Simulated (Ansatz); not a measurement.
How the equilibrium volume per atom of BeTe (model structure, started from the litharge type, P4/nmm, No. 129, 4 atoms in the cell) moves with the method

No measured value is used here.

| level (code) | value (Å³/atom) |
|---|---|
| PBE (Ansatz) | 34.71 |
| PBEsol (Ansatz) | ? |
| PBE-D3(BJ) (Ansatz) | 24.89 |

Question: Some entries are withheld; supply them.

Answer: 
- PBEsol (Ansatz, a quantum-chemistry and plane-wave program), value (Å³/atom): 27.67

Ansatz's density-functional and Hartree–Fock values are scalar-relativistic unless marked +SOC, with PAW data made under PBE.

A model structure was made by putting elements into a prototype or built by hand; it is no filed structure, need not be a known phase, and can be a saddle point held by its symmetry.
